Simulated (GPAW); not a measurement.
A working GPAW input for SrCd (Pm-3m, 2 atoms in the cell) (DFT PBEsol, plane waves, GPAW PAW datasets PBEsol (made by gpaw-setup)):

```python
from ase import Atoms
from ase.units import GPa
from gpaw import GPAW

atoms = Atoms(['Sr', 'Cd'],
              cell=[[4.003000, 0.000000, 0.000000],
                    [0.000000, 4.003000, 0.000000],
                    [0.000000, 0.000000, 4.003000]],
              scaled_positions=[[0.500000, 0.500000, 0.500000],
                                [0.000000, 0.000000, 0.000000]],
              pbc=True)

calc = GPAW(mode={'name': 'pw', 'ecut': 600},
            xc='PBEsol',
            kpts=(7, 7, 7),
            occupations={'name': 'methfessel-paxton', 'width': 0.1, 'order': 0},
            nbands=-10,
            convergence={'density': 1e-05},
            symmetry={'symmorphic': False, 'tolerance': 0.0005},
            maxiter=100,
            txt='-')

atoms.calc = calc

energy = atoms.get_potential_energy()
print('Energy (eV):', round(energy, 6))
forces = atoms.get_forces()
print('Forces (eV/Ang):')
print(forces.round(5))
stress = atoms.get_stress()
print('Stress (GPa, Voigt):', (stress / GPa).round(4))
```

The run converged in 15 iterations: free energy E − TS (from the program's reference atoms) -3.8821 eV; Fermi level (on the code's own zero) 5.38 eV; pressure -0.26 GPa. Each of these slips is then made, one at a time:

(1)
```diff
+            charge=2,
```

(2)
```diff
-            nbands=-10,
+            nbands=9,
```

Task: What happens in each case?

Result: 
(1) An unintended net charge. The run converged in 17 iterations without an error; against the sound input the pressure goes from -0.26 to -37.13 GPa.

(2) Too few bands. The program stopped before any SCF iteration, with the message: ValueError: Too few bands! Electrons: 22.000000, bands: 9.

The starting cell comes from a database of published, mostly measured structures (it also holds non-ambient and calculated ones), without a prior relaxation at this level.

Left out of this page: 4 runs of the series outside the window shown, repeating another row's setting, or not comparable; 1 run of the series held back from this collection.
